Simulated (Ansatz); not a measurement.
System: Be₃N₂ (Ia-3, No. 206). Method: PBEsol-D3(BJ) in Ansatz (plane waves, PAW).

Run with plane-wave cutoff 520 eV, 6×6×6 k mesh, Fermi–Dirac smearing 0.01 eV, scalar-relativistic PAW data made under PBE.

Energies at three volumes about the minimum:

```tsv
V (Å³/atom)	E − E_lowest (meV/atom)
6.385	1.93
6.516	0.00
6.646	1.82
```

**Question.** Fit a parabola by hand: where is the minimum, what lattice constant follows, and what is the bulk modulus?

**Answer.** Slopes: (0.00 − 1.93)/(6.516 − 6.385) = -14.733 and (1.82 − 0.00)/(6.646 − 6.516) = 14.000 meV/Å³. Curvature E″ = 2 × (14.000 − (-14.733))/(6.646 − 6.385) = 220.176 meV/Å⁶. From the middle of the first interval, the slope vanishes at V0 = 6.4505 − (-14.733)/220.176 = 6.517 Å³/atom. B = V0 E″ = 6.517 × 220.176 meV/Å³ × 0.1602 GPa per meV/Å³ = 230 GPa. With 80 atoms in the cube, a = (80 × 6.517)^(1/3) = 8.048 Å. The full Birch–Murnaghan fit to all volumes gives V0 = 6.515 Å³/atom and B0 = 230 GPa.

Ansatz is a first-principles code.
